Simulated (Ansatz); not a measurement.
**BN: carrier doping**

The reference is BN in the zinc blende structure (space group F-43m, No. 216; a = 3.625 Å).

Carriers are added at fixed cell with a uniform background; the Fermi–Dirac width is that of 300 K.

Computed with Ansatz (an electronic-structure program) PBE, no spin-orbit coupling.

Notes on the quantities. Fermi level from band edge: Fermi level relative to the doped band's edge (positive inside the band; to 0.05 eV).

| change | Fermi level from band edge | gap between the host's bands |
|---|---|---|
| undoped | – | 4.46 eV |
| electrons 7.0×10^20 cm⁻³ | +0.30 eV | 4.46 eV |
| electrons 1.5×10^21 cm⁻³ | +0.50 eV | 4.45 eV |
| electrons 5.0×10^21 cm⁻³ | +1.05 eV | 4.41 eV |
| electrons 1.0×10^22 cm⁻³ | +1.55 eV | 4.37 eV |
| holes 7.0×10^20 cm⁻³ | +0.10 eV | 4.48 eV |
| holes 1.5×10^21 cm⁻³ | +0.20 eV | 4.49 eV |
| holes 5.0×10^21 cm⁻³ | +0.45 eV | 4.57 eV |
| holes 1.0×10^22 cm⁻³ | +0.70 eV | 4.67 eV |

Carriers are added with a uniform compensating background; total energy and stress of such cells depend on the potential's zero and are not compared; many-body gap narrowing is missing at this level. No phonon test of stability was made.
